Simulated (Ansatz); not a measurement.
How the smallest direct gap on the k points sampled of SnSiO3 (model structure, started from the tetragonal perovskite type, P4mm, No. 99, 5 atoms in the cell) moves with the method

No measured value is used here.

```json
[
 {"level (code)": "LDA (Ansatz)", "value (eV)": "1.50"},
 {"level (code)": "PBEsol (Ansatz)", "value (eV)": "1.43"},
 {"level (code)": "PBEsol+SOC (Ansatz)", "value (eV)": "1.41"},
 {"level (code)": "r²SCAN (Ansatz)", "value (eV)": "1.86"},
 {"level (code)": "r²SCAN+SOC (Ansatz)", "value (eV)": "1.83"},
 {"level (code)": "HSE06 (Ansatz)", "value (eV)": "2.33"},
 {"level (code)": "HSE06+SOC (Ansatz)", "value (eV)": "2.31"},
 {"level (code)": "PBE0 (Ansatz)", "value (eV)": "3.01"},
 {"level (code)": "G0W0@PBEsol (Ansatz)", "value (eV)": "2.68"}
]
```

At these levels the smallest gap is indirect and lower: LDA 0.74, PBEsol 0.70, PBEsol+SOC 0.70, r²SCAN 1.25, r²SCAN+SOC 1.25, HSE06 1.82, HSE06+SOC 1.81, PBE0 2.53, G0W0@PBEsol 2.26 eV. Computed values are for a static lattice. Spin–orbit coupling is included only where a level's name says +SOC; with heavier elements it mostly lowers gaps and can invert bands.  G0W0@PBEsol: filled d or f shells below the valence bands can shift G0W0 gaps through exchange with them, which wasn't tested here. Values are at the PBEsol cell. Cutoffs and k meshes differ between the levels. Ansatz's density-functional and Hartree–Fock values are scalar-relativistic unless marked +SOC, with PAW data made under PBE.

A model structure was made by putting elements into a prototype or built by hand; it is no filed structure, need not be a known phase, and can be a saddle point held by its symmetry.

Ansatz is a first-principles code.
